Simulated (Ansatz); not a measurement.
The parent structure is NbSi₂ (space group P6_222, No. 180).

```
NbSi2
1.0
    4.81046     0.00000     0.00000
   -2.40523     4.16598     0.00000
    0.00000     0.00000     6.61846
Nb Si
3 6
Direct
  0.50000   0.00000   0.00000
  0.50000   0.50000   0.33333
  0.00000   0.50000   0.66667
  0.15931   0.31861   0.00000
  0.84069   0.15931   0.33333
  0.68139   0.84069   0.66667
  0.84069   0.68139   0.00000
  0.15931   0.84069   0.33333
  0.31861   0.15931   0.66667
```

Calculations: PBE (Ansatz, an electronic-structure program; PAW; 420 eV plane waves; no spin-orbit coupling).

One change was made to it. Results:

```csv
quantity,base,after
c/a ratio,1.376,1.382
lattice parameter a,481.0 pm,472.9 pm
```

### Question
Which of these changes matches the shifts?
A. pressure −2 GPa
B. pressure 30 GPa
C. pressure 9 GPa
D. pressure 22.5 GPa
E. pressure −1 GPa

### Answer
C, pressure 9 GPa. For comparison, the lattice parameter a in the other runs: pressure −1 GPa gives 482.1 pm; pressure 30 GPa gives 458.9 pm; pressure −2 GPa gives 483.1 pm; pressure 22.5 GPa gives 463.3 pm.

Load acts through the strain it causes; cell and atoms are relaxed under it. Stability against distortions was not tested. Competing high-pressure phases were not computed. The final runs are not spin-polarised. An odd electron count without spin: NbSi2.
